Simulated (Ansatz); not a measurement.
A working Ansatz (a first-principles code) input for Ba₂MgCrMoO₆ (Immm, 11 atoms in the cell) (DFT, PBEsol, plane waves, default PAW files made with PBE):

Ansatz 0.2 input:
```yaml
# Ba2MgCrMoO6
crystal:
  lattice:
    - [-2.89555500, 2.94529500, 4.63381000]
    - [2.89555500, -2.94529500, 4.63381000]
    - [2.89555500, 2.94529500, -4.63381000]
  atoms:
    - { symbol: Ba, position: [0.30453000, 0.80453000, 0.50000000] }
    - { symbol: Ba, position: [0.69547000, 0.19547000, 0.50000000] }
    - { symbol: Mg, position: [0.00000000, 0.50000000, 0.50000000] }
    - { symbol: Cr, position: [0.00000000, 0.00000000, 0.00000000], spin: 3.0 }
    - { symbol: Mo, position: [0.50000000, 0.50000000, 0.00000000], spin: 2.0 }
    - { symbol: O, position: [0.76881000, 0.74739000, 0.51620000] }
    - { symbol: O, position: [0.23119000, 0.25261000, 0.48380000] }
    - { symbol: O, position: [0.23119000, 0.74739000, 0.97858000] }
    - { symbol: O, position: [0.76881000, 0.25261000, 0.02142000] }
    - { symbol: O, position: [0.24847000, 0.24847000, 0.00000000] }
    - { symbol: O, position: [0.75153000, 0.75153000, 0.00000000] }
basis:
  ecutwfc: 420.0 eV
kpoints:
  mp_grid: { grid: [3, 3, 3] }
hamiltonian:
  xc: pbesol
  pseudopotentials: { kind: paw }
magnetization:
  spin_polarized: true
scf:
  occupations: { method: gaussian, width: 0.01 eV }
output:
  forces: true
  eigenvalues: true
  stress: true
```

The run converged in 23 iterations: free energy E − TS (on the zero of these files) -25255.5499 eV; Fermi level (on the code's own zero) 11.39 eV; pressure -10.96 GPa; largest force (vector length) 0.512 eV/Å; size of the cell's spin moment 0.19 μB. Each of these slips is then made, one at a time:

(1)
```diff
+  max_iter: 40
+  convergence: { dr2_threshold: 1.0e-22 eV }
```

(2)
```diff
-  mp_grid: { grid: [3, 3, 3] }
+  mp_grid: { grid: [1, 1, 1] }
```

Problem. What happens in each case?

Solution. 
(1) A threshold far tighter than needed, beside a limit on iterations. The run ended unconverged after 40 iterations.
```
did not converge after 40 iterations: dr2 = 6.55e-11 (threshold 1.00e-22), under the density mixer `msr1`, which `scf.mixing.algorithm: auto` chose by the deck's other keys (type `scf.mixing.algorithm: msr1` to keep it); raise `scf.max_iter`, which need not help a stalled SCF, or adjust the mixing (`scf.mixing`) or, under a smearing, its width (`sc [...]
```

(2) A single k-point for a small metallic cell. The run converged in 30 iterations without an error; against the sound input the free energy rises by 482 meV/atom, the pressure goes from -10.96 to -9.31 GPa and the largest force goes from 0.512 to 3.180 eV/Å.

The starting cell comes from a database of computed structures (which also holds hypothetical and non-ambient phases and stackings), without a prior relaxation at this level. The magnetic order is the one reached from the typed start; others were not searched systematically. The program warned that a starting moment was not kept. In the base run, with a pressure of about -11 GPa the cell is away from its equilibrium volume at this level. Ansatz's pressure includes its estimate of the finite-basis (Pulay) stress. Without a gap this mesh is coarse (it stands for a supercell whose shortest vector is 17 Å).

Left out of this page: 2 runs of the series outside the window shown, repeating another row's setting, or not comparable; 2 runs of the series stopped by limits of time or memory.
